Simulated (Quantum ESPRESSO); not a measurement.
Converging the plane-wave cutoff: Al3Ni2 (P3m1, 5 atoms in the cell)

```xyz
5
Lattice="4.0062 0.0000 0.0000 -2.0031 3.4695 0.0000 0.0000 0.0000 4.8955" Properties=species:S:1:pos:R:3 pbc="T T T"
Al     0.0000     0.0000     0.0500
Al     0.0000     2.3130     3.1727
Al     2.0031     1.1565     1.7228
Ni     0.0000     2.3130     0.7175
Ni     2.0031     1.1565     4.1780
```

Level of theory: LDA (PZ), PSlibrary ultrasoft (LDA) pseudopotentials (plane waves; Quantum ESPRESSO).

Base settings: ecutwfc = 50 Ry; ecutrho = 300 Ry; occupations = smearing; smearing = fd; degauss = 0.0073499 Ry; potentials = {Al: Al.pz-n-rrkjus_psl.1.0.0.UPF, Ni: Ni.pz-n-rrkjus_psl.1.0.0.UPF}; K_POINTS = automatic 4 4 3 0 0 0; conv_thr = 1e-09 Ry.

Moved along: ecutrho.

The second cell is the first with its lattice scaled by 0.98.

The mesh stays at the base's, so the ladder's end is converged at best in this setting alone.

Only quantities that move along the ladder and can be compared are tabulated.

The count of work is k-points × plane waves × bands × iterations; it is no time. Core times come from one kind of shared machine, to one figure; runs under 30 s give none.

The starting cell comes from a database of computed structures (which also holds hypothetical and non-ambient phases and stackings), without a prior relaxation at this level. Its lattice was rescaled by up to half a per cent. One atom was moved a little off its site on purpose. Spin polarisation is off. In the base run, with a pressure of about -6 GPa the cell is away from its equilibrium volume at this level. Without a gap this mesh is coarse (it stands for a supercell whose shortest vector is 15 Å).

Steps (ecutwfc): 17.5 Ry; 20 Ry; 22 Ry; 25 Ry; 28 Ry; 30 Ry; 35 Ry; 40 Ry; 45 Ry; 50 Ry; 55 Ry; 60 Ry; 68 Ry; 75 Ry; 88 Ry; 100 Ry; 120 Ry.

Task: What is the coarsest ecutwfc that holds the pressure within 0.05 GPa of the last step, with all finer ones?

Result: 88 Ry; the step before is off by 0.07 GPa.

Task: What is the coarsest ecutwfc that holds the free energy within 5 meV/atom of the last step, with all finer ones?

Result: 55 Ry, at 0.33 of the last step's count of work; the step before is off by 6.4 meV/atom.

Task: What is the coarsest ecutwfc that holds the forces within 0.02 eV/Å of the last step, with all finer ones?

Result: 30 Ry, at 0.13 of the last step's count of work; the step before is off by 0.031 eV/Å.

```csv
ecutwfc,free energy less the last step's (meV/atom),energy of the compressed cell less the first (meV/atom),pressure (GPa),largest difference of a force vector from the last step's (eV/Å),count of work / last,core time / last (rough)
17.5 Ry,6241.01,-52.08,-291.45,0.368,0.052,–
20 Ry,2691.51,-21.62,-154.87,0.119,0.066,–
22 Ry,1314.98,-6.93,-90.74,0.090,0.080,–
25 Ry,411.35,-7.73,-38.91,0.052,0.096,–
28 Ry,122.36,-3.55,-16.69,0.031,0.11,–
30 Ry,57.42,-5.92,-9.90,0.007,0.13,–
35 Ry,29.03,-5.24,-5.39,0.002,0.17,–
40 Ry,25.23,-5.36,-5.88,0.002,0.19,–
45 Ry,14.62,-5.34,-6.10,0.001,0.23,–
50 Ry,6.36,-5.50,-5.82,0.001,0.29,–
55 Ry,3.17,-5.43,-5.49,0.000,0.33,0.5
60 Ry,2.73,-5.46,-5.38,0.001,0.38,0.4
68 Ry,2.27,-5.46,-5.43,0.000,0.43,0.6
75 Ry,1.25,-5.46,-5.45,0.000,0.54,0.8
88 Ry,0.40,-5.49,-5.39,0.000,0.63,0.8
100 Ry,0.32,-5.48,-5.39,0.000,0.82,0.7
120 Ry,0.00,-5.48,-5.38,0.000,1.0,1
```

The energy difference between the two cells stays within 1 meV/atom of the last step's from 30 Ry on, the total only from 88 Ry on: much of the error is common to both cells and cancels.

At the lowest cutoff the pressure lies 286 GPa under the last step's, the usual sign of Pulay stress in an incomplete plane-wave basis.
